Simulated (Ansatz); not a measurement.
The parent structure is Ru in the hcp (Mg type) structure (space group P6_3/mmc, No. 194; a = 2.705 Å, c = 4.260 Å). Axes: x lies along a and z along c of the hexagonal cell.

Level of theory: Ansatz (a quantum-chemistry and plane-wave program), r2SCAN, PAW, cutoff 500 eV, without spin-orbit coupling.

For the base:

```
Item                            Result
-----------------------------  -------
Shortest interatomic distance  2.641 Å
Pressure                       0.0 GPa
Band gap                          zero
```

Modification: biaxial strain −0.34 %, plane normal [001], relaxed out of plane (Cartesian); in-plane vectors clamped, the third vector and the atoms free.

Task: What does the calculation give for the shortest interatomic distance, pressure and band gap after the change?

Result: The shortest interatomic distance remains 2.641 Å; the pressure (mean of the normal stresses, compression positive) goes from zero to 1.7 GPa; the band gap remains zero.

Whether these cells are dynamically stable was not tested. The final runs are not spin-polarised.
